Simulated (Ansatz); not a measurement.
The parent structure is InSe in the beta-GaS type structure (space group P6_3/mmc, No. 194; layered, stacked along the Cartesian z axis).

```yaml
crystal:
  lattice:
    - [4.01624, 0.00000, 0.00000]
    - [-2.00812, 3.47817, 0.00000]
    - [0.00000, 0.00000, 16.92650]
  atoms:
    - { symbol: In, position: [0.33333, 0.66667, 0.66770] }
    - { symbol: In, position: [0.66667, 0.33333, 0.16770] }
    - { symbol: In, position: [0.66667, 0.33333, 0.33230] }
    - { symbol: In, position: [0.33333, 0.66667, 0.83230] }
    - { symbol: Se, position: [0.33333, 0.66667, 0.09272] }
    - { symbol: Se, position: [0.66667, 0.33333, 0.59272] }
    - { symbol: Se, position: [0.66667, 0.33333, 0.90728] }
    - { symbol: Se, position: [0.33333, 0.66667, 0.40728] }
```

Levels (all Ansatz, a quantum-chemistry and plane-wave program, PAW, earlier PAW set): r2SCAN+rVV10 (500 eV, no spin-orbit coupling); HSE06 (420 eV, without spin-orbit coupling).

Its gap is 0.85 eV with r2SCAN+rVV10 and 1.20 eV with HSE06.

Now apply this change: a hydrostatic pressure of 4.5 GPa.

With r2SCAN+rVV10 the gap becomes 1.12 eV.

Task: If the HSE06 correction stayed the same, what would the HSE06 gap be, and what does the HSE06 run give?

Result: A rigid correction of +0.35 eV gives 1.47 eV. The HSE06 run gives 1.46 eV, so the two effects roughly add.

Single points use the geometry relaxed with r2SCAN+rVV10. Load acts through the strain it causes; cell and atoms are relaxed under it. Whether these cells are dynamically stable was not tested.
